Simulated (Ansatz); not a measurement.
Given:

```
Ir
1.0
    0.00000     1.91555     1.91555
    2.02972     0.00000     1.91555
    2.02972     1.91555     0.00000
Ir
1
Direct
  0.00000   0.00000   0.00000
```

No spin polarisation.

Level of theory: PBEsol (Ansatz, a first-principles code, PAW, no spin-orbit coupling). Γ-centred 29×29×29 mesh, Fermi–Dirac width 0.1 eV.

Predict the band gap.

Zero.

What is the computed space group?

I4/mmm (No. 139).

Estimate the stress (xx, yy, zz, yz, xz, xy; compression positive).

(-31.3, -12.1, -12.1, 0.0, 0.0, 0.0) GPa.

The cells carry an imposed strain or load. No phonon test of stability was made. The final runs are not spin-polarised. The cell was made from Ir in the fcc (Cu type) structure (space group Fm-3m, No. 225) by this change: uniaxial strain ε_xx = +5.96 %.
